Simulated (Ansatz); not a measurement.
Results of r²SCAN in Ansatz (PAW) for L1₂ (Cu3Au-type) Ni3Si.

Settings: plane-wave cutoff 500 eV, 12×12×12 k mesh, Fermi–Dirac smearing 0.05 eV, no spin polarisation, scalar-relativistic PAW data made under PBE.

Computed at the level's own relaxed cell.

Question: Predict the equilibrium volume per atom and lattice parameter a.

Answer: 
* **equilibrium volume per atom**: 10.40 Å³/atom
* **lattice parameter a**: 3.465 Å

Measured, for comparison: equilibrium volume per atom 10.81 Å³/atom, lattice constant a 3.510 Å (temperature not stated, not corrected to a static lattice; as tabulated in Metallic Nickel Silicides: Experiments and Theory for NiSi and First Principles …). Computed (rounded) less measured: equilibrium volume per atom -3.8 %, lattice constant a -1.3 %. A static lattice is as a rule a little smaller and stiffer than an uncorrected measurement, which narrows the difference in the lattice constant a and would widen misses of the other sign.

Static lattice: no zero-point or thermal effects.

The result took very roughly 80 core-seconds.

Ansatz is a first-principles code.
